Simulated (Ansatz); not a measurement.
Here is the system:

End structure of the (111)A surface of zinc-blende GaSb, Ga-terminated, I on every top atom (bottom of the slab: 3 H on 4 bottom sites):

```
CELL_PARAMETERS angstrom
      8.78596     0.00000     0.00000
     -4.39298     7.60887     0.00000
      0.00000     0.00000    32.50000
ATOMIC_POSITIONS crystal
  Sb 0.00276 0.99724 0.31363
  Sb 0.49448 0.99724 0.31363
  Sb 0.00276 0.50552 0.31363
  Sb 0.50000 0.50000 0.29531
  Ga 0.34642 0.19284 0.33534
  Ga 0.83333 0.16667 0.33553
  Ga 0.34642 0.65358 0.33534
  Ga 0.80716 0.65358 0.33534
  Sb 0.33333 0.16667 0.41795
  Sb 0.83333 0.16667 0.41795
  Sb 0.33333 0.66667 0.41795
  Sb 0.83333 0.66667 0.41795
  Ga 0.16667 0.33333 0.44554
  Ga 0.66667 0.33333 0.44554
  Ga 0.16667 0.83333 0.44554
  Ga 0.66667 0.83333 0.44554
  Sb 0.16631 0.33315 0.52804
  Sb 0.66685 0.33315 0.52804
  Sb 0.16667 0.83333 0.52809
  Sb 0.66685 0.83369 0.52804
  Ga 0.99989 0.00011 0.55656
  Ga 0.50022 0.00011 0.55656
  Ga 0.99989 0.49978 0.55656
  Ga 0.50000 0.50000 0.55633
  Sb 0.00000 0.00000 0.63868
  Sb 0.49999 0.00000 0.63868
  Sb 0.00000 0.50001 0.63868
  Sb 0.50000 0.50000 0.63850
  Ga 0.33343 0.16686 0.66756
  Ga 0.83333 0.16667 0.66767
  Ga 0.33343 0.66657 0.66756
  Ga 0.83314 0.66657 0.66756
  H  0.99834 0.00166 0.26075
  H  0.50332 0.00166 0.26075
  H  0.99834 0.49668 0.26075
  I  0.33356 0.16711 0.74564
  I  0.83333 0.16667 0.74576
  I  0.33356 0.66644 0.74564
  I  0.83289 0.66644 0.74564
```

Set-up: 39 atoms, 16.0 Å thick at the start with caps and adatoms; mesh 3x3x1; 0.025 eV smearing; dipole correction on; 8 atoms held, the rest relaxed; held to the start's symmetry, so lower structures may exist; spin-polarised, no spin-orbit, no U. The slab shows no gap over 0.04 eV on its mesh. The starting moment vanished. It is one candidate, not shown to be the stable structure of the face.

**Question.** What work function of the top face does PBE (Ansatz, a quantum-chemistry and plane-wave program) give?

**Answer.** 5.67 eV
